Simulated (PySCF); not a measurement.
PySCF 2.14.0, PBE0/def2-svp: OB(O)[CH2][GeH3], 12 atoms. The geometry is a generated start, not checked to be a minimum at this level.

```yaml
task: energy and gradient
method: pbe0
basis: def2-svp
mol.max_memory: 7000 MB
mf.init_guess: minao (default)
mf.DIIS: CDIIS (default)
mf.diis_space: 8 (default)
mf.conv_tol: 1e-09 (default)
mf.grids.level: 3 (default)
basis functions (reference run): 123
grid points (reference run): 145624
```

```xyz
12

Ge     1.5491     0.5554     0.1414
C     -0.2445     0.4188    -0.6656
B     -1.1416    -0.6100     0.1658
O     -0.8693    -1.9356     0.1709
O     -2.1756    -0.2216     0.9447
H      2.4058     1.5378    -0.6099
H      1.5084     0.9998     1.5705
H      2.2736    -0.7595     0.1091
H     -0.1156     0.0906    -1.6981
H     -0.6819     1.4184    -0.7032
H     -0.1339    -2.2070    -0.3764
H     -2.3744     0.7132     0.9508
```
Charge 0, spin multiplicity 1.

The reference run uses exact four-centre integrals. Each setting ran once; only counts and results are compared.

Settings tried, all else as in the reference:
- density fitting, auxbasis = autoaux
- density fitting
- density fitting of J alone, exact K
- density fitting, auxbasis = def2-universal-jfit

Question: Which settings reproduce the reference to 0.10 meV/atom in energy, 1.0 meV/Å in forces (largest component)?

Answer: Within it: density fitting, auxbasis = autoaux. Outside: density fitting; density fitting of J alone, exact K; density fitting, auxbasis = def2-universal-jfit.

| setting | energy against the reference | difference in forces (largest component) |
|---|---|---|
| density fitting, auxbasis = autoaux | +0.036 meV/atom | 0.69 meV/Å |
| density fitting | −0.11 meV/atom | 2.3 meV/Å |
| density fitting of J alone, exact K | −0.30 meV/atom | 2.5 meV/Å |
| density fitting, auxbasis = def2-universal-jfit | +10000 meV/atom | 830 meV/Å |

Total energies are compared; such shifts often cancel in part in energy differences. def2-universal-jfit is made for Coulomb alone and misses functions that exchange needs. Also tried and not ranked: density fitting, auxbasis = def2-universal-jkfit (same energy as a listed run); COSX exchange (sgx_fit, pjs) with fitted J, mf.with_df.grids_level_i = 1, mf.with_df.grids_level_f = 1 (gradient came out as NaN); COSX exchange (sgx_fit, pjs) with fitted J, mf.with_df.grids_level_i = 1, mf.with_df.grids_level_f = 2 (default) (gradient came out as NaN); COSX exchange (sgx_fit, pjs) with fitted J, mf.with_df.grids_level_i = 1, mf.with_df.grids_level_f = 3 (gradient came out as NaN); COSX exchange (sgx_fit, pjs) with fitted J, mf.with_df.grids_level_i = 1, mf.with_df.grids_level_f = 4 (gradient came out as NaN). The tolerance is a choice made for this comparison.
